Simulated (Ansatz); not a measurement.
Consider AlN in the zinc blende structure (space group F-43m, No. 216).

```
AlN
1.0
    0.00000     2.18488     2.18488
    2.18488     0.00000     2.18488
    2.18488     2.18488     0.00000
Al N
1 1
Direct
  0.00000   0.00000   0.00000
  0.25000   0.25000   0.25000
```

Cartesian axes are those of the cell as printed.

Calculations: r2SCAN, PAW, 500 eV (Ansatz, a program for electronic structure; spin-orbit coupling left out).

Perturbation: uniaxial strain ε_zz = −1.00 %, all other strain components held at zero; the atoms relax in the strained cell.

Predict the stress tensor and what it implies for the stiffness.

Stress of the strained cell less that of the base (GPa, compression positive):
```
   1.68    0.00    0.00
   0.00    1.68    0.00
   0.00    0.00    3.09
```

Then −Δσ_ii/ε with ε = -0.0100 gives relaxed-ion elastic constants: C33 ≈ 309 GPa, C13 ≈ 168 GPa and C23 ≈ 168 GPa.

Stability against distortions was not tested. This is not the structure that AlN has at room temperature and ambient pressure.
